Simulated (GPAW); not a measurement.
Worked example: self-consistent single point of AlNi (Pm-3m, 2 atoms in the cell) in GPAW

Computed with PBE, GPAW PAW datasets PBE (gpaw-data 1.0.1) (plane waves; GPAW 25.7.0).

Input as run:

```python
from ase import Atoms
from ase.units import GPa
from gpaw import GPAW, PW

atoms = Atoms(['Al', 'Ni'],
              cell=[[2.859710, 0.000000, 0.000000],
                    [0.000000, 2.859710, 0.000000],
                    [0.000000, 0.000000, 2.859710]],
              positions=[[1.429855, 1.429855, 1.429855],
                         [0.000000, 0.000000, 0.000000]],
              pbc=True)

calc = GPAW(mode=PW(850),
            xc='PBE',
            kpts=(15, 15, 15),
            occupations={'name': 'methfessel-paxton', 'width': 0.136, 'order': 0},
            nbands=-6,
            convergence={'density': 1e-05},
            symmetry={'symmorphic': False, 'tolerance': 0.0005},
            maxiter=150)

atoms.calc = calc

energy = atoms.get_potential_energy()
print('Energy (eV):', round(energy, 6))
forces = atoms.get_forces()
print('Forces (eV/Ang):')
print(forces.round(5))
stress = atoms.get_stress()
print('Stress (GPa, Voigt):', (stress / GPa).round(4))
```

The program printed (abridged):

```
Input parameters:
  convergence: {density: 1e-05}
  kpts: [15 15 15]
  maxiter: 150
  mode: {ecut: 850.0,
         name: pw}
  nbands: -6
  occupations: {name: methfessel-paxton,
                order: 0,
                width: 0.136}
  symmetry: {symmorphic: False,
             tolerance: 0.0005}
  xc: PBE

species:
  Al:
    name: Aluminium
    Z: 13.0
    valence: 3
    core: 10
    charge: 0.0
    file: Al.PBE.gz

    # Using partial waves for Al as LCAO basis

  Ni:
    name: Nickel
    Z: 28.0
    valence: 16
    core: 12
    charge: 0.0
    file: Ni.PBE.gz

    # Using partial waves for Ni as LCAO basis

Reference energy: -47971.421712  # eV

Spin-paired calculation

Convergence criteria:
 Maximum [total energy] change in last 3 cyles: 0.0005 eV / valence electron
 Maximum integral of absolute [dens]ity change: 1e-05 electrons / valence electron
 Maximum integral of absolute [eigenst]ate change: 4e-08 eV^2 / valence electron
 Maximum number of scf [iter]ations: 150

Symmetries present (total): 48
Symmetries with fractional translations: 0
3375 k-points: 15 x 15 x 15 Monkhorst-Pack grid
120 k-points in the irreducible part of the Brillouin zone
       k-points in crystal coordinates                weights
   0:     0.00000000    0.00000000    0.00000000          1/3375
   1:     0.06666667    0.00000000    0.00000000          6/3375
   2:     0.06666667    0.06666667    0.00000000         12/3375
   [... 7 lines left out ...]
          ...
 119:     0.46666667    0.46666667    0.46666667          8/3375

Wave functions: Plane wave expansion
  Cutoff energy: 850.000 eV
  Number of coefficients (min, max): 1304, 1357
  Pulay-stress correction: 0.000000 eV/Ang^3 (de/decut=0.000000)

Occupation numbers: Methfessel-Paxton:
  width: 0.1360  # eV
  order: 0

Eigensolver

Densities:
  Coarse grid: 20*20*20 grid
  Fine grid: 40*40*40 grid
  Total Charge: 0.000000

Density mixing:
  Method: separate
  Backend: pulay
  Linear mixing parameter: 0.05
  old densities: 5
  Damping of long wavelength oscillations: 50

Hamiltonian:
  XC and Coulomb potentials evaluated on a 40*40*40 grid
  External potential:
    NoExternalPotential

XC parameters: PBE with 2 nearest neighbor stencil

Number of atoms: 2
Number of atomic orbitals: 16
Number of bands in calculation: 15
Number of valence electrons: 19
Bands to converge: occupied

Density initialized from atomic densities
  15 bands from LCAO basis set

Atomic positions and initial magnetic moments

Positions:
   0 Al     1.429855    1.429855    1.429855    ( 0.0000,  0.0000,  0.0000)
   1 Ni     0.000000    0.000000    0.000000    ( 0.0000,  0.0000,  0.0000)

Unit cell:
           periodic     x           y           z      points  spacing
  1. axis:    yes    2.859710    0.000000    0.000000    20     0.1430
  2. axis:    yes    0.000000    2.859710    0.000000    20     0.1430
  3. axis:    yes    0.000000    0.000000    2.859710    20     0.1430

  Lengths:   2.859710   2.859710   2.859710
  Angles:   90.000000  90.000000  90.000000

Effective grid spacing dv^(1/3) = 0.1430

     iter     time        total  log10-change:
                         energy   eigst   dens
iter:   1 --:--:--   -12.463012
iter:   2 --:--:--   -12.351742   -0.28  -1.46
iter:   3 --:--:--   -12.252963   -0.94  -1.52
iter:   4 --:--:--   -12.381602   -1.50  -1.57
iter:   5 --:--:--   -12.326725   -2.70  -1.73
iter:   6 --:--:--   -12.327490   -3.33  -1.95
iter:   7 --:--:--   -12.312531   -2.75  -2.07
iter:   8 --:--:--   -12.312446   -4.33  -3.13
iter:   9 --:--:--   -12.312442c  -6.35  -3.97
iter:  10 --:--:--   -12.312443c  -6.46  -3.99
iter:  11 --:--:--   -12.312443c  -6.15  -3.77
iter:  12 --:--:--   -12.312441c  -7.37  -4.41
iter:  13 --:--:--   -12.312441c  -8.64c -4.69
iter:  14 --:--:--   -12.312441c  -9.22c -5.05c

Converged after 14 iterations.

Dipole moment: (-0.000000, -0.000000, -0.000000) |e|*Ang

Energy contributions relative to reference atoms: (reference = -47971.421712)

Kinetic:        +14.791467
Potential:       -9.517164
External:        +0.000000
XC:             -17.668744
Entropy (-ST):   -0.008626
Local:           +0.086313
SIC:             +0.000000
--------------------------
Free energy:    -12.316755
Extrapolated:   -12.312441

Showing only first 2 kpts
 Kpt  Band  Eigenvalues  Occupancy
  0     7      7.76120    2.00000
  0     8      7.76120    2.00000
  0     9     14.87153    0.00000
  0    10     14.87153    0.00000

  1     7      7.72307    2.00000
  1     8      7.76532    2.00000
  1     9     14.00020    0.00000
  1    10     14.98352    0.00000

Fermi level: 9.34720

No gap
No difference between direct/indirect transitions
Energy (eV): -12.312441

Forces in eV/Ang:
  0 Al    0.00000    0.00000    0.00000
  1 Ni   -0.00000   -0.00000    0.00000

Stress tensor:
    -0.043839     0.000000     0.000000
     0.000000    -0.043839     0.000000
     0.000000     0.000000    -0.043839
Stress (GPa, Voigt): [-7.0238 -7.0238 -7.0238  0.      0.      0.    ]
```

The run converged in 14 iterations. GPAW prints stress with tension positive.

The starting cell comes from a database of computed structures (which also holds hypothetical and non-ambient phases and stackings), without a prior relaxation at this level. Spin polarisation is off. With a pressure of about 7 GPa the cell is away from its equilibrium volume at this level.
